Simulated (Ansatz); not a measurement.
Take MgO in the rock salt structure (space group Fm-3m, No. 225; a = 4.214 Å) as the base. Axes: x, y, z lie along the cube axes.

Level of theory: PBEsol (Ansatz, a quantum-chemistry and plane-wave program, PAW, scalar-relativistic without spin-orbit coupling).

Strains are applied to the cell and any free atomic positions relax; under biaxial strain the out-of-plane vector relaxes too.

One change was made to it. Results:

The valence-band top at Γ (three highest levels, from the VBM) changes from 0.00, 0.00, 0.00 eV to 0.00, -0.05, -0.15 eV; the band gap drops by 0.09 eV to 4.53 eV; the energy goes up by 2.4 meV/atom; the shortest interatomic distance shrinks by 0.014 Å, from 2.107 Å to 2.093 Å.

Question: What was done to the base?
(A) strain tensor (xx, yy, zz, yz, xz, xy) = (+0.91, −0.65, −0.08, −0.46, −0.80, +0.35) %
(B) biaxial strain −1.14 %, plane normal [111], relaxed out of plane
(C) uniaxial strain ε_xx = −0.91 %

Answer: A, strain tensor (xx, yy, zz, yz, xz, xy) = (+0.91, −0.65, −0.08, −0.46, −0.80, +0.35) %. For comparison, the band gap in the other runs: uniaxial strain ε_xx = −0.91 % gives 4.70 eV; biaxial strain −1.14 %, plane normal [111], relaxed out of plane gives 4.76 eV.

Stability against distortions was not tested. The base started in P3_121 and relaxed to Fm-3m at this level.
